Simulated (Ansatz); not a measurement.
Subject: the energy of the reaction as written. Reaction: Cu (fcc) + W (bcc) → cell A. The sign is products less reactants.

Cell A: a sheet of composition CuW built on Cu (fcc, Fm-3m) (111), with 1 atoms on that crystal's sites, 2 atoms, rectangular cell of 2.57 × 4.45 Å (11.4 Å²), symmetry Pmmm, 0.0 Å thick under 16 Å of vacuum, in-plane vectors held at the crystal's; planes from bottom to top: CuW, all atoms in one plane; foreign atoms: W bound to 4 Cu at 2.57 Å; spin state with PBE: run without spin, k-point mesh 18×11×1.
```xyz
2
Lattice="2.5667 0.0000 0.0000 0.0000 4.4456 0.0000 0.0000 0.0000 16.0000" Properties=species:S:1:pos:R:3 pbc="T T T"
Cu     0.0000     0.0000     8.0000
W      1.2833     2.2228     8.0000
```

Reference: Cu (fcc, Fm-3m), 2 atoms in the cell, a perfect crystal on lattice vectors that match the other cells'; spin state with PBE: run without spin, k-point mesh 18×11×22 on the run's own vectors.

Reference: W (bcc, Im-3m), 1 atom in the cell; spin state with PBE: run without spin, k-point mesh 26×26×26 on the run's own vectors. Conventional cell: a = b = c = 3.1837 Å, α = β = γ = 90.00°.

Plane-wave PAW calculations with Ansatz (a quantum-chemistry and plane-wave program), its default PAW set, cutoff 420 eV, 500 eV for r2SCAN. The structures are at rest with PBE, within the held lattices; other levels are single points on them. Neutral cells; Fermi-Dirac smearing of at most 0.10 eV in the solids, energies taken to zero width. The lattices are those relaxed with PBE or held as stated, so at other levels the solids can be strained, which adds to the spread. A dispersion term (D3(BJ), or D4 for r2SCAN) was computed beside these levels and is taken off wherever the name lacks it. No zero-point or thermal terms. Spin-orbit coupling is left out. Cell A has symmetry Pmmm and got no random move, so less symmetric positions, which may lie lower, weren't tried.

Task: What is the computed value (PBE)?

Result: 4.31 eV, for Cu (fcc) + W (bcc) → cell A.

Task: How does the value move with the functional?

Result: 
```json
[
 {"Functional": "r2SCAN", "value (eV)": "4.73", "less PBE": "0.42"}
]
```

The levels span 0.42 eV, from PBE (4.31) to r2SCAN (4.73).
